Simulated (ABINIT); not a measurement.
ABINIT run on CrO2 (P4_2/mnm, 6 atoms in the cell): self-consistent single point.

Method of the run: PBEsol, PAW (JTH v2.0 PBE PAW, files made for PBE) (plane waves; ABINIT).

```yaml
crystal:
  lattice:
    - [4.45328, 0.00000, 0.00000]
    - [0.00000, 4.45328, 0.00000]
    - [0.00000, 0.00000, 2.94303]
  atoms:
    - { symbol: Cr, position: [0.00000, 0.00000, 0.50000], spin: 3.0 }
    - { symbol: Cr, position: [0.50000, 0.50000, 0.00000], spin: 3.0 }
    - { symbol: O, position: [0.19726, 0.19726, 0.00000] }
    - { symbol: O, position: [0.80274, 0.80274, 0.00000] }
    - { symbol: O, position: [0.30274, 0.69726, 0.50000] }
    - { symbol: O, position: [0.69726, 0.30274, 0.50000] }
```
(The spins are starting values, not results.)

Reference input (self-consistent single point, DFT, PBE, plane waves, PAW (JTH v2.0 PBE PAW)): pseudos = [Cr.GGA_PBE-JTH.xml, O.GGA_PBE-JTH.xml]; ecut = 30 Ha; pawecutdg = 60 Ha; pawxcdev = 0; nsppol = 2; occopt = 7; tsmear = 0.272 eV; ngkpt = 5 5 7; nshiftk = 1; shiftk = 0 0 0; potentials = JTH v2.0 PBE PAW; nband = 37. This run's input differs from it in these lines:

```diff
@@ -23,2 +23,3 @@
 pawxcdev 0
+ixc -116133
 nsppol 2
```

Output, abridged:

```
--- !BeginCycle
solver: {iscf: 17, nstep: 100, nline: 4, wfoptalg: 10, }
tolerances: {tolvrs: 1.00E-12, }
...

     iter   Etot(hartree)     deltaE(h) residm    nres2    magn
 ETOT  1  -238.73304645184    -2.39E+02 2.60E+00 6.00E+02 3.481
 ETOT  2  -242.20127131688    -3.47E+00 8.87E-02 4.11E+03 0.366
 ETOT  3  -239.13892661276     3.06E+00 9.88E-02 5.05E+01 3.831
 ETOT  4  -239.17706774729    -3.81E-02 3.04E-02 1.48E+01 3.971
 ETOT  5  -239.20187387785    -2.48E-02 4.27E-02 3.10E+00 4.000
   [... 14 lines left out ...]
 ETOT 20  -239.20925485596    -4.58E-12 2.51E-04 1.02E-09 4.000
 ETOT 21  -239.20925485596     2.22E-12 4.09E-04 2.50E-11 4.000
 ETOT 22  -239.20925485596    -5.12E-13 2.27E-04 5.43E-12 4.000
 ETOT 23  -239.20925485596     9.38E-13 3.71E-04 4.21E-13 4.000
 At SCF step   23       nres2   =  4.21E-13 < tolvrs=  1.00E-12 =>converged.

 Cartesian components of stress tensor (hartree/bohr^3)
  sigma(1 1)=  3.47800356E-04  sigma(3 2)=  0.00000000E+00
  sigma(2 2)=  3.47800356E-04  sigma(3 1)=  0.00000000E+00
  sigma(3 3)=  4.66744869E-04  sigma(2 1)=  0.00000000E+00

 Integrated electronic and magnetization densities in atomic spheres:
 Radius=ratsph(iatom), smearing ratsm=  0.0000. Diff(up-dn)=approximate z local magnetic moment.
 Atom    Radius    up_density   dn_density  Total(up+dn)  Diff(up-dn)
    1   2.10818     7.034727     5.024234     12.058961     2.010492
    2   2.10818     7.034727     5.024234     12.058961     2.010492
    3   1.41465     2.234644     2.303057      4.537702    -0.068413
    4   1.41465     2.234644     2.303057      4.537702    -0.068413
   [... lines left out ...]
 Total magnetization (from the atomic spheres):             3.747334
 Total magnetization (exact up - dn):                       3.999965
 Fermi (or HOMO) energy (hartree) =   0.20407   Average Vxc (hartree)=  -0.43403
 Fermi (or HOMO) energy (eV) =   5.55292   Average Vxc (eV)= -11.81046
   [... lines left out ...]
'-kT*entropy'       : -2.37097844700720E-03
total_energy        : -2.39209255099644E+02
total_energy_eV     : -6.50921486338109E+03
...

-Cartesian components of stress tensor (GPa)         [Pressure= -1.1399E+01 GPa]
- sigma(1 1)=  1.02326380E+01  sigma(3 2)=  0.00000000E+00
- sigma(2 2)=  1.02326380E+01  sigma(3 1)=  0.00000000E+00
- sigma(3 3)=  1.37321058E+01  sigma(2 1)=  0.00000000E+00

 Calculation completed.
```

The run converged in 23 iterations. Against the reference run the pressure goes from -3.38 to -11.40 GPa, the largest force goes from 0.122 to 0.191 eV/Å and the size of the net moment stays at 0.67 μB/atom.

The starting cell comes from a database of computed structures (which also holds hypothetical and non-ambient phases and stackings), without a prior relaxation at this level. Its lattice was rescaled by a random factor within 2.5 % of one. The magnetic order is the one reached from the typed start; others were not searched systematically. The potentials were made for another functional than the one used. With a pressure of about -11 GPa the cell is away from its equilibrium volume at this level.

Cost on one core of a shared machine: roughly 5 min.
